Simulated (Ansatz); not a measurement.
The reference is Y in the hcp (Mg type) structure (space group P6_3/mmc, No. 194; a = 3.652 Å, c = 5.703 Å; relaxed with 0.1 eV smearing). Axes: x lies along a and z along c of the hexagonal cell.

(Cell as relaxed with PBE.)

Levels (all Ansatz, a program for electronic structure, PAW, earlier PAW set): PBE (420 eV, no SOC); r2SCAN (500 eV, no spin-orbit coupling).

Each level relaxes its own structure.

```json
[
 {"base": "volume per atom", "PBE": "32.94 Å³", "r2SCAN": "33.57 Å³"},
 {"base": "lattice parameter a", "PBE": "3.652 Å", "r2SCAN": "3.681 Å"},
 {"base": "band gap", "PBE": "zero", "r2SCAN": "zero"}
]
```

Modification: compressive biaxial strain of 3.02 % in the plane normal to [001], as in epitaxy on a mismatched substrate; the out-of-plane cell vector and the atoms relax.

```json
[
 {"quantity": "out-of-plane strain", "PBE": "+1.79 %", "r2SCAN": "+1.76 %"},
 {"quantity": "shortest interatomic distance", "PBE": "3.542 Å", "r2SCAN": "3.567 Å"},
 {"quantity": "pressure (mean of the normal stresses, compression positive)", "PBE": "1.8 GPa", "r2SCAN": "2.0 GPa"}
]
```

PBE's out-of-plane strain lies 0.036 % above r2SCAN's; PBE's shortest interatomic distance lies 0.025 Å below r2SCAN's (0.7 %). Neither level is exact; r2SCAN is the comparison here, not a measurement.

No phonon test of stability was made. All final runs are without spin polarisation.
